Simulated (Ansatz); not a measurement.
Br on the 1x1 (110) surface of bcc Ta, one in a 2x2 cell, energies for each (31.2 Å²). Energies are against ½ Br2(g), without zero-point or thermal terms; each row is named by its start.

These are PBE (plane waves to 420 eV, PAW; Ansatz, a quantum-chemistry and plane-wave program) values and carry that method's errors.

Model: 17-atom slab, 6.8 Å thick at the start under the adsorbate (thin: gaps and levels are the slab's own), 5x5x1 mesh, Fermi-Dirac 0.1 eV, dipole correction, 8 atoms held, the rest relaxed; each run with such symmetry as its start has; no spin, no spin-orbit, no U, no dispersion correction.

A negative adsorption energy means that the adsorbate is more stable on the surface than in its reference. Heights count from the host atoms within 0.3 Å of the top one.

```
starting site              E_ads (eV)  height (Å)  nearest host atom (Å)  bonded to  Δ work function (eV)  lateral drift (Å)
-------------------------  ----------  ----------  ---------------------  ---------  --------------------  -----------------
top Ta                          -2.04        2.48                Ta 2.48         Ta            (withheld)                0.0
hollow Ta-Ta-Ta                 -2.92        2.01                Ta 2.68       4 Ta                 -0.63                0.4
bridge Ta-Ta (span 2.9 Å)       -2.50        2.26                Ta 2.66       2 Ta                 -0.42                0.0
bridge Ta-Ta (span 3.3 Å)       -2.92        2.01                Ta 2.68       4 Ta                 -0.63                0.0
```

Task: Some entries are withheld; supply them.

Result: 
- top Ta, Δ work function (eV): 0.12
